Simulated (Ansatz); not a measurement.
## Sn: pressure series

Consider Sn (space group Im-3m, No. 229; a = 8.068 Å; a model cell, its experimental status unchecked).

Cell and atoms are relaxed at each pressure.

All numbers come from PBEsol (Ansatz, a quantum-chemistry and plane-wave program; PAW; 420 eV plane waves; without spin-orbit coupling).

```tsv
P (GPa)	V (Å³/atom)
0.30	43.364
0.69	42.861
1.50	41.935
3.01	40.460
5.01	38.860
7.50	37.253
```

Question: Fit a third-order Birch–Murnaghan equation of state.

Answer: Least squares on P(V) = (3B₀/2)[(V₀/V)^(7/3) − (V₀/V)^(5/3)]·[1 + (3/4)(B₀′ − 4)((V₀/V)^(2/3) − 1)] gives V₀ = 43.76 Å³/atom, B₀ = 32 GPa and B₀′ = 4.7.

Load acts through the strain it causes; cell and atoms are relaxed under it. Whether these cells are dynamically stable was not tested. No other phases were tried under pressure. This is not the structure that Sn has at room temperature and ambient pressure.
